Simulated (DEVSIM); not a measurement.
System: Co/SiO2/p-Si capacitor, at 250 K.

```tsv
layer (left to right)	material	thickness (nm)	Na (cm⁻³)
1	SiO2	1.10	-
2	Si	350	2.7e18
```

Metal gate on the left, work function 5 eV. Fixed charge at the semiconductor interface -2.7e11 cm⁻² (in units of +e); no interface traps.

This is a model device: material constants are rounded textbook-type values typed into the input, and sizes, dopings and lifetimes were drawn at random. Values at 300 K; Nc and Nv go as T^1.5, mobilities as T to minus their exponent, the gap by Varshni's rule with the affinity fixed.

| parameter | SiO2 | Si |
|---|---|---|
| gap (eV) | 9 | 1.124 |
| affinity (eV) | 0.9 | 4.05 |
| permittivity | 3.9 | 11.7 |
| Nc (cm⁻³) | - | 2.86e19 |
| Nv (cm⁻³) | - | 3.1e19 |
| Varshni α (eV/K) | - | 0.000473 |
| Varshni β (K) | - | 636 |

Simulated with DEVSIM: 1D Poisson equation in equilibrium, Boltzmann statistics, complete ionisation; no quantum confinement or tunnelling. Metal contacts follow the ideal Schottky-Mott rule: no Fermi-level pinning, no interface dipoles.

Base results: capacitance of the dielectric stack (μF/cm²) 3.14; minimum of the low-frequency capacitance (μF/cm²) 0.430; flat-band voltage (V) -0.13.

### Question
What follows from this one change: fixed charge -2.7e+11 → 3.93e+12 cm^-2?

### Answer
capacitance of the dielectric stack little changed (3.14 μF/cm²); minimum of the low-frequency capacitance little changed (0.430 μF/cm²); flat-band voltage -0.13 → -0.34 V.

### Question
What follows from this one change: interface trap density 0 → 3e+11 cm^-2 eV^-1?

### Answer
capacitance of the dielectric stack little changed (3.14 μF/cm²); minimum of the low-frequency capacitance 0.430 → 0.466 μF/cm²; flat-band voltage little changed (-0.13 V).

### Question
What follows from this one change: gate work function 5 → 4.7 eV?

### Answer
capacitance of the dielectric stack little changed (3.14 μF/cm²); minimum of the low-frequency capacitance little changed (0.430 μF/cm²); flat-band voltage -0.13 → -0.43 V.

### Question
What follows from this one change: SiO2 thickness 0.0011 → 0.00044 μm?

### Answer
capacitance of the dielectric stack 3.14 → 7.85 μF/cm²; minimum of the low-frequency capacitance 0.430 → 0.471 μF/cm²; flat-band voltage little changed (-0.14 V).
